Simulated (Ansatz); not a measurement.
```
Co3Ta
1.0
    5.10076     0.00000     0.00000
   -2.55038     4.41739     0.00000
    0.00000     0.00000     4.09909
Ta Co
2 6
Cartesian
  2.55038   1.47246   3.07432
  0.00000   2.94493   1.02477
  0.00000   1.39554   3.07432
  2.55038   3.02186   1.02477
  3.89219   0.69777   1.02477
 -1.34181   3.71962   3.07432
  1.34181   3.71962   3.07432
  1.20857   0.69777   1.02477
```

TaCo$_{3}$ (P6_3/mmc), PBEsol, DFPT electron-phonon coupling, linearised Boltzmann equation (plane waves, PAW, scalar-relativistic; Ansatz, a program for electronic structure): the phonon-limited resistivity at 300 K is 13.4 μΩ·cm (x, the basal plane), 13.4 μΩ·cm (y, the basal plane), 9.35 μΩ·cm (z, c). Third figures are kept for the arithmetic.

### Question
How anisotropic is it, and between which bounds lies a dense polycrystal with random grains and no boundary scattering?

### Answer
Largest over smallest: 1.43. Upper bound, grains in series: (13.4 + 13.4 + 9.35)/3 = 12.0 μΩ·cm. Lower bound, grains side by side: 3/Σ(1/ρ) = 11.7 μΩ·cm. The best single-crystal direction lies 20 % under the lower bound.

### Question
The current-weighted mean free path is 9.75 nm along x and 8.53 nm along z. How does ρ₀ℓ differ between these directions?

### Answer
x: 13.4 × 9.75 = 13.1×10⁻¹⁶ Ω·m²; z: 9.35 × 8.53 = 8.0×10⁻¹⁶ Ω·m², a ratio of 1.64. The size effect in a wire also hangs on the velocities towards its walls, so the isotropic formulas don't carry over to this crystal.

A metal at this level (no band gap). Only scattering by harmonic phonons is included (no impurities, grain boundaries, electron-electron scattering or thermal expansion). Spin-orbit coupling is left out, which matters with elements this heavy. Halving the electron mesh (20x20x20) moves the resistivity by up to 6 % at 300 K, the mean free path by up to 9 %. Smearing 0.20 eV; phonons on a 3x3x4 q mesh, which this run doesn't test.

Computed structure with no diffraction record at hand here (it may be known, metastable or hypothetical): TaCo3 (P6_3/mmc). Treated as nonmagnetic (a ferromagnetic start lost its moment, other orders weren't tried): TaCo3 (P6_3/mmc).
